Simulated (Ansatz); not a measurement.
Abridged Ansatz (a first-principles code) output:

```
Pseudopotential: Y, paw, valence charge 11
Crystal: 2 atoms, lattice volume = 62.692 Å³
Basis set: ecut = 420 eV, 1207 PW (Γ), exchange–correlation on 50×50×80 points (8 copies of the dense FFT grid, shifted against one another)
Bands: 15, of which v1, the nominal top of the filled ones, is band 11 counted from 1 (10 counted from 0)
Symmetry: 24 space group operations
k-points: 135 of 2025
Functional: x = pbesol(κ = 0.804, μ = 0.12345679012345678), c = pbesol(β = 0.046)
SCF iter   1: F=—  HF=-7590.266481 eV  |F-HF|=—  |Δ(HF+E_count)|=         —  Δρ=1.39e-2  dr2=1.89e-1  ethr=3.10e-3  ⟨swp⟩=4.4  Hψ=8937  notcnv=0
SCF iter   2: F=—  HF=-7590.225940 eV  |F-HF|=—  |Δ(HF+E_count)|=   4.05e-2  Δρ=8.74e-3  dr2=7.48e-2  ethr=8.60e-4  ⟨swp⟩=2.0  Hψ=3425  notcnv=0
SCF 1 converged in 8 iterations: F = -7590.201188 eV  dr2 = 7.70e-12
SCF converged after 8 iterations
Free energy (F): -7590.201188 eV
Internal energy: -7590.169081 eV  (E = F + TS)
E sigma→0 (E₀):  -7590.185134 eV
Entropy (-TS):   -0.032107 eV (-16.054 meV/atom)
Fermi energy:    9.796498 eV
--- Forces (eV/Å), atoms counted from 1 ---
  atom   1  Y      0.00000000     0.00000000     0.00000000
  atom   2  Y      0.00000000     0.00000000     0.00000000
--- Stress (GPa, compression-positive) ---
        0.003710       0.000000       0.000000
       -0.000000       0.003710       0.000000
        0.000000       0.000000       0.001360
  P = ⅓ Tr σ = 0.0029 GPa (0.029 kbar)
```

### Question
What was computed, and what are the main results?

### Answer
Y, 2 atoms in the cell, with Kohn–Sham DFT with the PBEsol functional, run in Ansatz with PAW and 420 eV plane waves, scalar-relativistic without spin-orbit coupling, earlier PAW set. The last SCF converged to F = -7590.201188 eV, or -3795.1006 eV per atom, at a pressure of 0.00 GPa. The total energy compares only with runs of the same code, potentials and settings.

Whether these cells are dynamically stable was not tested. All final runs are without spin polarisation. The cell is Y in the hcp (Mg type) structure (space group P6_3/mmc, No. 194).
